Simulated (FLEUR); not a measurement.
**How far to go with the basis cutoff: CoSi2 (I4mm, 3 atoms in the cell)**

```
CoSi2
1.0
    0.00000     2.67196     2.67196
    2.67196     0.00000     2.67196
    2.67196     2.67196     0.00000
Co Si
1 2
Direct
  0.00936   0.00936   0.99064
  0.25000   0.25000   0.25000
  0.75000   0.75000   0.75000
```

Computed with PBEsol, all-electron FLAPW (FLEUR), scalar-relativistic valence.

Base settings: Kmax = 4.1 1/bohr; GmaxXC = 12.3 1/bohr; xcFunctional = PBEs; jspins = 1; l_soc = F; mode = hist; fermiSmearingEnergy = 0.00367493 Htr; mesh (inpgen div1-3) = 4 4 4; inpgen gamma flag = true; Gmax = 12.3 1/bohr.

Moved along: Gmax, GmaxXC.

The second cell is the first with its lattice scaled by 0.98.

The mesh stays at the base's, so the ladder's end is converged at best in this setting alone.

Only quantities that move along the ladder and can be compared are tabulated.

Core times come from one kind of shared machine, to one figure; runs under 30 s give none.

The starting cell has typed, rounded lattice constants, without a prior relaxation at this level. Its lattice was rescaled by up to half a per cent. One atom was moved a little off its site on purpose. Spin polarisation is off. Values depend on the basis (sphere radii, cutoffs, local orbitals), which need not be converged.

Steps (Kmax): 2.43 1/bohr; 2.59 1/bohr; 2.75 1/bohr; 2.9 1/bohr; 3.04 1/bohr; 3.18 1/bohr; 3.43 1/bohr; 3.67 1/bohr; 3.89 1/bohr; 4.1 1/bohr; 4.3 1/bohr; 4.49 1/bohr; 4.76 1/bohr; 5.02 1/bohr; 5.42 1/bohr.

What is the coarsest Kmax that holds the free energy within 2 meV/atom of the last step, with all finer ones?

4.76 1/bohr; the step before is off by 2.8 meV/atom.

What is the coarsest Kmax that holds the energy of the compressed cell less the first within 2 meV/atom of the last step, with all finer ones?

3.89 1/bohr, at about 0.4 of the last step's time; the step before is off by 2.4 meV/atom.

```tsv
Kmax	free energy less the last step's (meV/atom)	energy of the compressed cell less the first (meV/atom)	core time / last (rough)
2.43 1/bohr	1619.96	41.87	–
2.59 1/bohr	974.94	39.96	–
2.75 1/bohr	592.60	-9.84	–
2.9 1/bohr	360.89	37.00	–
3.04 1/bohr	227.04	17.31	–
3.18 1/bohr	143.73	17.23	–
3.43 1/bohr	58.95	14.58	0.4
3.67 1/bohr	27.12	16.39	–
3.89 1/bohr	16.07	14.14	0.4
4.1 1/bohr	9.51	14.26	0.3
4.3 1/bohr	5.29	14.32	0.5
4.49 1/bohr	2.83	14.23	0.6
4.76 1/bohr	0.99	14.16	0.9
5.02 1/bohr	0.36	14.03	0.9
5.42 1/bohr	0.00	13.97	1
```

Two neighbours can agree and both be off: 3.04 1/bohr and 3.18 1/bohr differ by 0.08 meV/atom in the energy of the compressed cell less the first, yet lie about 3.3 meV/atom from the last step.
